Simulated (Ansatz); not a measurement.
**Energy from pressure between two volumes: Mo (Im-3m, 1 atom in the cell)**

```
Mo
1.0
   -1.56713     1.56713     1.56713
    1.56713    -1.56713     1.56713
    1.56713     1.56713    -1.56713
Mo
1
Direct
  0.00000   0.00000   0.00000
```

Level of theory: LDA (PW92), PAW files made with PBE (plane waves; Ansatz, a quantum-chemistry and plane-wave program).

Settings: basis.ecutwfc = 74.2 Ry; kpoints.mp_grid.grid = 15 15 15; hamiltonian.xc = lda; hamiltonian.pseudopotentials = {kind: paw} (the program's default PAW files); scf.occupations.method = fermi_dirac; scf.occupations.width = 0.0073 Ry. This cutoff ends a ladder whose last two steps agree within 1 meV/atom.

The second cell is the first with its lattice scaled by 0.98, at the same fractional positions.

The starting cell has typed, rounded lattice constants, without a prior relaxation at this level. Its lattice was rescaled by up to half a per cent. Spin polarisation is off. Ansatz's pressure includes its estimate of the finite-basis (Pulay) stress.

| cell | volume (Å³/atom) | pressure (GPa) | F less the first cell's (meV/atom) |
|---|---|---|---|
| first | 15.3947 | -5.84 | 0.00 |
| second | 14.4893 | 12.61 | ? |

**Question.** Estimate the energy of the second cell from the pressures, and the bulk modulus between the two volumes.

**Answer.** With P = −dF/dV, the trapezoid gives ΔF ≈ −(P₁ + P₂)/2 · ΔV = −(3.385 GPa) · (-0.9054 Å³) = 19.13 meV/atom (1 eV/Å³ = 160.22 GPa). The modulus at fixed fractional positions is B = −ΔP/Δln V = 304 GPa, a mean over the interval. P(V) is curved, so the trapezoid lies high by about |ΔV|³·B·(1 + B′)/(12·V̄²) = 2.63 meV/atom for an assumed B′ = 4, which leaves 16.50 meV/atom. The runs gave 16.50 meV/atom, a miss of 0.00 meV/atom. Cases were kept where this miss is small, so the page shows the method and is no test of it.

Left out of this page: 15 runs of the series outside the window shown, repeating another row's setting, or not comparable.

Keys are those of Ansatz 0.2.
